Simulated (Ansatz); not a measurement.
Start from AlN in the wurtzite structure (space group P6_3mc, No. 186; a = 3.0888 Å, c = 4.9433 Å).

The values are results of Ansatz (a first-principles code) LDA, scalar-relativistic without spin-orbit coupling, not measurements.

Base values:

| Property | Value |
|---|---|
| Valence-band top at Γ | 0.00, -0.23, -0.23 eV |
| Pressure | -0.01 GPa |
| Electron mass | 0.32 mₑ (at Γ) |

Now apply this change: every lattice vector is shortened by 1.20 %; the atoms relax in the strained cell.

Q: What happens to the valence-band top at Γ, mean gap deformation potential ΔEg/Δln V, pressure and electron mass?

A: The valence-band top at Γ (three highest levels, from the VBM) changes from 0.00, -0.23, -0.23 eV to 0.00, -0.24, -0.24 eV; the mean gap deformation potential ΔEg/Δln V amounts to -8.9 eV; the pressure (mean of the normal stresses, compression positive) goes up by 8.19 GPa, from -0.01 GPa to 8.18 GPa; the electron mass becomes 0.33 mₑ (at Γ) (base: 0.32 mₑ (at Γ)).

Effective masses come from finite differences of ±0.01 Å⁻¹. No phonon test of stability was made.
